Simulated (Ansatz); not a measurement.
```
CELL_PARAMETERS angstrom
      3.85418     0.00000     0.00000
      0.00000     3.85418     0.00000
      0.00000     0.00000     3.85418
ATOMIC_POSITIONS crystal
  Sr 0.00000 0.00000 0.00000
  Ti 0.50000 0.50000 0.50000
  O  0.00000 0.50000 0.50000
  O  0.50000 0.50000 0.00000
  O  0.50000 0.00000 0.50000
```

Q: Is this relaxed cell dynamically stable according to harmonic phonons (finite displacements on a 6×6×6 mesh, LDA in Ansatz, a first-principles code, k mesh 6×6×6)? If not, where is the strongest instability?

A: No. The softest mode is 95i cm⁻¹ at q = (-0.500, -0.500, -0.500) in fractions of the reciprocal vectors of this cell, and 17 of the 216 wave vectors of the mesh carry a mode beyond 15i cm⁻¹.

The PAW data sets were generated under PBE and serve the other functionals too.
